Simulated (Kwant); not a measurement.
System: wire with a side stub in a ZnO two-dimensional gas. Effective mass 0.3 mₑ, grid spacing 4.2 nm, hard walls, nominal width 70 nm (17 grid rows, so walls 75.6 nm apart), one parabolic valley, scattering region 300 nm long along x; energies count from the band bottom; Fermi energy swept from 0.00010027 to 0.0011908 eV. Closed stub on one side, 78 nm wide and 170 nm deep.

Constants are typed, rounded textbook-type inputs, not results; the design itself was drawn at random and stands for no fabricated device.

Kwant, effective-mass tight-binding model on a square grid, one spin, coherent transport at 0 K. Conductance is in e²/h.

Q: How many channels do the leads carry at E = 0.403, 1.11 meV?

A: The hard-wall thresholds are n² ħ²π²/(2mW²) = n² × 0.219 meV with W = 75.6 nm. √(0.403/0.219) = 1.36, so 1. √(1.11/0.219) = 2.25, so 2.
